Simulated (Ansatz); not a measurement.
We consider BP (P6₃mc, No. 186, 4 atoms in the cell; start mp-1008559; a measured phase of this formula has another space group), described by r²SCAN in Ansatz (plane waves, PAW).

Settings: plane-wave cutoff 560 eV, 12×12×6 k mesh (along the axes of the cell as run), Fermi–Dirac smearing 0.01 eV, scalar-relativistic PAW data made under PBE.

Computed at the level's own relaxed cell.

```yaml
crystal:
  lattice:
    - [3.19069, 0.00000, 0.00000]
    - [-1.59535, 2.76322, 0.00000]
    - [0.00000, 0.00000, 5.29548]
  atoms:
    - { symbol: B, position: [0.66667, 0.33333, 0.50043] }
    - { symbol: B, position: [0.33333, 0.66667, 0.00043] }
    - { symbol: P, position: [0.66667, 0.33333, 0.87457] }
    - { symbol: P, position: [0.33333, 0.66667, 0.37457] }
```

### Question
List the 10 lowest band energies at Γ above −25 eV (eV, relative to the valence band maximum), grouping those that round alike.

### Answer
At Γ: -16.62, -13.23, -9.86, -2.25 (×2), -0.47, 0.00 (×2), 2.90 (×2).

A start named mp-… is a Materials Project structure, which need not be a measured phase.

Ansatz is a program for electronic structure.
